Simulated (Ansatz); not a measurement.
The reference is MgO in the rock salt structure (space group Fm-3m, No. 225).

```
MgO
1.0
    0.00000     2.10705     2.10705
    2.10705     0.00000     2.10705
    2.10705     2.10705     0.00000
Mg O
1 1
Cartesian
  0.00000   0.00000   0.00000
  2.10705   2.10705   2.10705
```

Cartesian axes are those of the cell as printed.

Method: PBEsol (Ansatz, a first-principles code, PAW, spin-orbit coupling left out).

Perturbation: a pure shear with ε_xy = ε_yx = 0.0200, atoms relaxed at fixed cell.

Task: Predict the stress tensor and what it implies for the stiffness.

Result: Stress of the strained cell less that of the base (GPa, compression positive):
```
   0.19   -5.79    0.00
  -5.79    0.19    0.00
   0.00    0.00   -0.15
```

Then −Δσ/γ with γ = 2ε = 0.0400 gives secant stiffness values (nonlinear terms included at this strain): C66 ≈ 145 GPa.

As a check, the harmonic strain energy −½ V₀ Δσ:ε is 6.8 meV/atom; the computed energy rise is 6.8 meV/atom.

Stability against distortions was not tested.
